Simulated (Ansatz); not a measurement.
Base system: Nb in the bcc (W type) structure (space group Im-3m, No. 229; a = 3.304 Å; relaxed with 0.1 eV smearing).

Computed with Ansatz (a quantum-chemistry and plane-wave program) r2SCAN, scalar-relativistic without spin-orbit coupling.

Strains are applied to the cell and any free atomic positions relax.

One change was made to it. Results:

| quantity | base | after |
|---|---|---|
| pressure | 0.0 GPa | 8.5 GPa |
| energy relative to the base (free energy F) | 0 meV/atom | +21 meV/atom |

Q: Which of these changes matches the shifts?
A. isotropic strain −1.00 %
B. isotropic strain −1.50 %
C. isotropic strain −2.50 %

A: B, isotropic strain −1.50 %. For comparison, the energy relative to the base in the other runs: isotropic strain −2.50 % gives +59 meV/atom; isotropic strain −1.00 % gives +9.0 meV/atom.

Whether these cells are dynamically stable was not tested. All final runs are without spin polarisation.
